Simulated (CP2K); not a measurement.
CP2K run on BaSn (Cmcm, 4 atoms in the cell): self-consistent single point.

Level of theory: CP2K 2026.2 with LDA (Pade form), GPW, DZVP-MOLOPT-SR-GTH basis, GTH-PADE potentials (GTH_POTENTIALS).

```xyz
4
Lattice="6.9055 0.0000 0.0000 -4.8205 4.9445 0.0000 0.0000 0.0000 4.7151" Properties=species:S:1:pos:R:3 pbc="T T T"
Ba    -3.2307     4.2741     1.1788
Ba     5.3157     0.6704     3.5364
Sn     0.1975     2.8286     1.1788
Sn     1.8875     2.1160     3.5364
```

Reference input (self-consistent single point, DFT PBEsol, GPW, DZVP-MOLOPT-SR-GTH basis, GTH-PBE potentials (GTH_POTENTIALS)): CUTOFF = 500 Ry; REL_CUTOFF = 40 Ry; SMEAR/METHOD = FERMI_DIRAC; ELECTRONIC_TEMPERATURE = 580.23 K; KPOINTS/SCHEME = MONKHORST-PACK 5 5 5; XC_FUNCTIONAL = PBE:PBESOL; Ba/BASIS_SET = DZVP-MOLOPT-SR-GTH-q10; Ba/POTENTIAL = GTH-PBE-q10; Sn/BASIS_SET = DZVP-MOLOPT-SR-GTH-q4; Sn/POTENTIAL = GTH-PBE-q4; METHOD = GPW; EPS_DEFAULT = 1e-10. This run's input differs from it in these lines:

```diff
@@ -43,6 +43,3 @@
     &XC
-      &XC_FUNCTIONAL
-        &PBE
-          PARAMETRIZATION PBESOL
-        &END PBE
+      &XC_FUNCTIONAL PADE
       &END XC_FUNCTIONAL
@@ -79,3 +76,3 @@
       BASIS_SET DZVP-MOLOPT-SR-GTH-q10
-      POTENTIAL GTH-PBE-q10
+      POTENTIAL GTH-PADE-q10
     &END KIND
@@ -83,3 +80,3 @@
       BASIS_SET DZVP-MOLOPT-SR-GTH-q4
-      POTENTIAL GTH-PBE-q4
+      POTENTIAL GTH-PADE-q4
     &END KIND
```

Log, with long lists cut:

```
 SCF WAVEFUNCTION OPTIMIZATION

  Step     Update method      Time    Convergence         Total energy    Change
     1 NoMix/Diag. 0.30E+00      -     1.78730768       -58.7587747429 -5.88E+01
     2 Broy./Diag. 0.30E+00      -     0.01139617       -58.3732942431  3.85E-01
     3 Broy./Diag. 0.30E+00      -     0.07995746       -58.1682689444  2.05E-01
     4 Broy./Diag. 0.30E+00      -     0.00399344       -58.2428528094 -7.46E-02
     5 Broy./Diag. 0.30E+00      -     0.00939379       -58.3243246455 -8.15E-02
     6 Broy./Diag. 0.30E+00      -     0.00125054       -58.3436588465 -1.93E-02
   [... 6 lines left out ...]
    13 Broy./Diag. 0.30E+00      -     0.00000921       -58.3386463419  1.88E-04
    14 Broy./Diag. 0.30E+00      -     0.00001366       -58.3384596766  1.87E-04
    15 Broy./Diag. 0.30E+00      -     0.00000139       -58.3384216164  3.81E-05
    16 Broy./Diag. 0.30E+00      -     0.00000086       -58.3384129842  8.63E-06
  *** SCF run converged in    16 steps ***

  Overlap energy of the core charge distribution:               0.00000000023762
  Self energy of the core charge distribution:               -119.40026876795798
  Core Hamiltonian energy:                                     23.35145517760954
  Hartree energy:                                              47.13464360032425
  Exchange-correlation energy:                                 -9.42378941255161
  Electronic entropic energy:                                  -0.00045358237084
  Fermi energy:                                                 0.19451038615779

  Total energy:                                               -58.33841298418459
  Total energy (extrapolated to T->0):                        -58.33818619299917

                     Mulliken Population Analysis

   [... lines left out ...]

 STRESS| Analytical stress tensor [bar]
 STRESS|                        x                   y                   z
 STRESS|      x       -2.00623838215E+04  -1.65192771572E+03  -2.26747588995E-06
 STRESS|      y       -1.65192771572E+03  -2.32832656130E+04   9.57304729470E-07
 STRESS|      z       -2.26747588995E-06   9.57304729470E-07  -1.78765730743E+04
 STRESS| 1/3 Trace                                            -2.04074075030E+04
```

The run converged in 16 iterations. Against the reference run the pressure goes from 0.10 to -2.04 GPa and the largest force goes from 0.181 to 0.117 eV/Å.

The starting cell comes from a database of computed structures (which also holds hypothetical and non-ambient phases and stackings), without a prior relaxation at this level. Values carry the incompleteness of an atom-centred basis.

Cost on one core of a shared machine: roughly 30 s.
